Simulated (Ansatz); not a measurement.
Start from Ta in the bcc (W type) structure (space group Im-3m, No. 229; a = 3.254 Å; relaxed with 0.1 eV smearing).

The values are results of LDA (Ansatz, an electronic-structure program), no spin-orbit coupling, not measurements.

Before the change:

| Item | Result |
|---|---|
| Pressure | 0.0 GPa |

One thing is altered: the cell is scaled by 0.9950 in all directions, atoms relaxed at fixed cell.

**Question.** How does this affect the energy relative to the base?

**Answer.** The energy rises by 2.7 meV/atom.

**Question.** Estimate the effect on the pressure.

**Answer.** The pressure goes from zero to 3.4 GPa.

The cells carry an imposed strain or load. No phonon test of stability was made. All final runs are without spin polarisation.
